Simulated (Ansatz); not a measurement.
# Quick settings and what they miss: ScIr2 (Fd-3m, 6 atoms in the cell)

Self-consistent single point.

```
ScIr2
1.0
    0.00000     3.68563     3.68563
    3.68563     0.00000     3.68563
    3.68563     3.68563     0.00000
Sc Ir
2 4
Direct
  0.75000   0.75000   0.75000
  0.50000   0.50000   0.50000
  0.12500   0.62500   0.12500
  0.12500   0.12500   0.12500
  0.62500   0.12500   0.12500
  0.12500   0.12500   0.62500
```

Method: PBEsol, PAW files made with PBE (plane waves; Ansatz, a program for electronic structure).

Base settings: basis.ecutwfc = 420 eV; kpoints.mp_grid.grid = 8 8 8; hamiltonian.xc = pbesol; hamiltonian.pseudopotentials = {kind: paw} (the program's default PAW files); scf.occupations.method = fermi_dirac; scf.occupations.width = 0.05 eV.

Tight run (finer mesh or higher cutoff; not a proven limit): basis.ecutwfc: 420 eV → 590 eV; kpoints.mp_grid.grid: 8 8 8 → 11 11 11; scf.convergence.dr2_threshold: default (1e-07 eV) → 1e-09 eV. It gave Fermi level (on the code's own zero) 18.78 eV; pressure -4.44 GPa.

Quick runs, as changes from the base:
- A: the base itself
- B: basis.ecutwfc: 420 eV → 335 eV; kpoints.mp_grid.grid: 8 8 8 → 6 6 6
- C: basis.ecutwfc: 420 eV → 210 eV; hamiltonian.xc: pbesol → lda; scf.occupations.width: 0.05 eV → 0.136 eV [LDA (PW92)]
- D: basis.ecutwfc: 420 eV → 250 eV; kpoints.mp_grid.grid: 8 8 8 → 3 3 3; scf.occupations.method: fermi_dirac → gaussian; scf.occupations.width: 0.05 eV → 0.5 eV
- E: basis.ecutwfc: 420 eV → 250 eV; kpoints.mp_grid.grid: 8 8 8 → 6 6 6; hamiltonian.xc: pbesol → lda; scf.occupations.method: fermi_dirac → methfessel_paxton; scf.occupations.width: 0.05 eV → 0.2 eV [LDA (PW92)]

Energies are extrapolated to zero smearing width, which holds to low order in the width alone.

Dashes: energy of C, E, another energy zero.

† marks runs with another functional, U, potentials or spin treatment: their distance from the tight run is not a convergence error alone.

The count of work is k-points × plane waves × bands × iterations; it is no time. 

Pressures in the table are Ansatz's without its Pulay estimate, at a fixed set of plane waves; the tight run's value above holds the estimate.

The starting cell comes from a database of computed structures (which also holds hypothetical and non-ambient phases and stackings), without a prior relaxation at this level. Its lattice was rescaled by a random factor within 2.5 % of one. Spin polarisation is off. In the base run, with a pressure of about -4 GPa the cell is away from its equilibrium volume at this level.

```csv
run,energy less tight (meV/atom),pressure less tight (GPa),count of work / tight
A,0.6,-0.02,0.25
B,12.0,-0.81,0.10
C†,–,-184.55,0.092
D,738.5,-47.76,0.016
E†,–,-54.37,0.064
```

Among the runs at the tight run's level, the energy misses run from 0.6 to 738.5 meV/atom.

Left out of this page: 1 run of the series unsound by tests on forces, stress, charge or solver warnings.

Keys are those of Ansatz 0.2.
